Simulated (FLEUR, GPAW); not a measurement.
A GPAW input for a self-consistent single point of Yb (Fm-3m, 1 atom in the cell) (DFT PBE, plane waves, GPAW PAW datasets PBE (gpaw-data 1.0.1)):

```python
from ase import Atoms
from ase.units import GPa
from gpaw import GPAW

atoms = Atoms(['Yb'],
              cell=[[0.000000, 2.670133, 2.670133],
                    [2.670133, 0.000000, 2.670133],
                    [2.670133, 2.670133, 0.000000]],
              scaled_positions=[[0.000000, 0.000000, 0.000000]],
              pbc=True)

calc = GPAW(mode={'name': 'pw', 'ecut': 800},
            xc='PBE',
            kpts={'size': (10, 10, 10), 'gamma': True},
            occupations={'name': 'fermi-dirac', 'width': 0.1},
            nbands=-7,
            convergence={'density': 1e-05},
            symmetry={'symmorphic': False, 'tolerance': 0.0005},
            maxiter=150)

atoms.calc = calc

energy = atoms.get_potential_energy()
print('Energy (eV):', round(energy, 6))
forces = atoms.get_forces()
print('Forces (eV/Ang):')
print(forces.round(5))
stress = atoms.get_stress()
print('Stress (GPa, Voigt):', (stress / GPa).round(4))
```

**Question.** Write the same calculation as an input for FLEUR.

**Answer.** One input that does it (others would too):

Input of the input generator:

```
Yb crystal
&input film=f /
-0.0000000000 2.6701330000 2.6701330000
2.6701330000 -0.0000000000 2.6701330000
2.6701330000 2.6701330000 -0.0000000000
1.8897261246
1.0 1.0 1.0

1
70 0.0000000000 0.0000000000 0.0000000000

&comp jspins=1 /
&kpt div1=10 div2=10 div3=10 gamma=t /
&end /
```

```xml
<?xml version="1.0" encoding="UTF-8" standalone="no"?>
<fleurInput fleurInputVersion="0.39">
   <comment>
      Yb crystal                                                                                          
   </comment>
   <calculationSetup>
      <cutoffs Kmax="3.8" Gmax="15.2" GmaxXC="15.2" numbands="0"/>
      <scfLoop itmax="80" minDistance="0.00001" maxIterBroyd="40" imix="Anderson" alpha="0.05" precondParam="0.0" spinf="2.0"/>
      <coreElectrons ctail="T" frcor="F" kcrel="0" coretail_lmax="0"/>
      <xcFunctional name="pbe" relativisticCorrections="F"/>
      <magnetism jspins="1"/>
      <soc l_soc="F" theta="0.0" phi="0.0" spav="F"/>
      <expertModes spex="0" secvar="F"/>
      <geometryOptimization l_f="T" forcealpha="1.0" forcemix="BFGS" epsdisp="0.00001" epsforce="0.00001"/>
      <ldaU l_linMix="F" mixParam="0.05" spinf="1.0"/>
   </calculationSetup>
   <cell>
      <bzIntegration valenceElectrons="24.0" mode="hist" fermiSmearingEnergy="0.00367493">
         <kPointListSelection listName="default-1"/>
         <!-- k-points included here -->
         <xi:include xmlns:xi="http://www.w3.org/2001/XInclude" href="kpts.xml"> </xi:include>
      </bzIntegration>
      <!-- symmetry operations included here -->
      <xi:include xmlns:xi="http://www.w3.org/2001/XInclude" href="sym.xml"> </xi:include>
      <bulkLattice scale="1.0">
         <bravaisMatrix>
            <row-1>    0.0000000000000000     5.0458200862565716     5.0458200862565716</row-1>
            <row-2>    5.0458200862565716     0.0000000000000000     5.0458200862565716</row-2>
            <row-3>    5.0458200862565716     5.0458200862565716     0.0000000000000000</row-3>
         </bravaisMatrix>
      </bulkLattice>
   </cell>
   <atomSpecies>
      <species name="Ytterbium (Yb)" element="Yb" atomicNumber="70">
         <mtSphere radius="2.68" gridPoints="925" logIncrement="0.014"/>
         <atomicCutoffs lmax="10" lnonsphr="8"/>
         <electronConfig flipSpins="F">
            <coreConfig>(1s1/2) (2s1/2) (2p1/2) (2p3/2) (3s1/2) (3p1/2) (3p3/2) (4s1/2) (3d3/2) (3d5/2) (4p1/2) (4p3/2) (4d3/2) (4d5/2)</coreConfig>
            <valenceConfig>(5s1/2) (5p1/2) (5p3/2) (6s1/2) (4f5/2) (4f7/2)</valenceConfig>
         </electronConfig>
         <energyParameters s="6" p="6" d="5" f="4"/>
         <lo type="SCLO" l="0" n="5" eDeriv="0"/>
         <lo type="SCLO" l="1" n="5" eDeriv="0"/>
      </species>
   </atomSpecies>
   <atomGroups>
      <atomGroup species="Ytterbium (Yb)">
         <relPos label="                   1">.0000000000 .0000000000 .0000000000</relPos>
         <force calculate="T" relaxXYZ="TTT"/>
      </atomGroup>
   </atomGroups>
   <output dos="F" band="F" slice="F">
      <checks vchk="F" cdinf="F"/>
      <bandDOS minEnergy="-.5*Htr" maxEnergy="0.5*Htr" sigma="0.015" storeEVData="T"/>
      <vacuumDOS vacdos="F" integ="F" star="F" nstars="0" locx1="0.0" locy1="0.0" locx2="0.0" locy2="0.0" nstm="0" tworkf="0.0"/>
      <unfoldingBand unfoldBand="F" supercellX="1" supercellY="1" supercellZ="1"/>
      <plotting iplot="0" polar="F">
         <plot TwoD="T" vec1="  1.0  0.0  0.0" vec2="  0.0  1.0  0.0" vec3="  0.0  0.0  1.0" zero="  0.0  0.0  0.0" file="plot"/>
      </plotting>
      <chargeDensitySlicing numkpt="0" minEigenval="0.0" maxEigenval="0.0" nnne="0" pallst="F"/>
      <specialOutput eonly="F"/>
      <magneticCircularDichroism mcd="F" energyLo="-10.0" energyUp="0.0"/>
   </output>
  <!-- We include the file relax.xml here to enable relaxations (see documentation) -->
  <xi:include xmlns:xi="http://www.w3.org/2001/XInclude" href="relax.xml"> <xi:fallback/> </xi:include>
</fleurInput>
```

Basis settings and potentials, where a program has them, do not carry over. This input uses DFT, PBE, all-electron FLAPW (FLEUR), scalar-relativistic valence.

The starting cell comes from a database of computed structures (which also holds hypothetical and non-ambient phases and stackings), without a prior relaxation at this level. For this run, on top of that: lattice scaled by 0.98.
